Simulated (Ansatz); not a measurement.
# What Os on a Pt site, symmetric start does to PtSe2

The reference is a 12-atom supercell of PtSe$_{2}$ in the CdI2 type structure (space group P-3m1, No. 164; a = 3.772 Å, c = 4.818 Å; layered) at its relaxed geometry.

The change: a neutral Os on a Pt site, symmetric start, atoms relaxed at fixed cell.

Computed with PBE-D3(BJ), PAW, 420 eV (Ansatz, a quantum-chemistry and plane-wave program; spin-orbit coupling left out). Γ-centred 9×9×9 mesh, Fermi–Dirac width 0.05 eV.

```json
[
 {"quantity": "pressure", "base": "0.0 GPa", "changed": "-0.8 GPa", "shift": "-0.8 GPa"},
 {"quantity": "energy gained by relaxation", "base": "–", "changed": "0.09 eV", "shift": "–"},
 {"quantity": "largest displacement of a host atom from its site in the perfect cell", "base": "–", "changed": "0.05 Å", "shift": "–"},
 {"quantity": "mean distance from the defect site to its nearest host atoms", "base": "2.53 Å", "changed": "2.48 Å", "shift": "-0.044 Å"}
]
```

The cell is small, so the values are those of an ordered compound at a high defect concentration; dilute-limit values will differ. The defect started on the symmetric site and kept its symmetry, so it may sit on a saddle. All final runs are without spin polarisation. The defect cell is not spin-polarised.
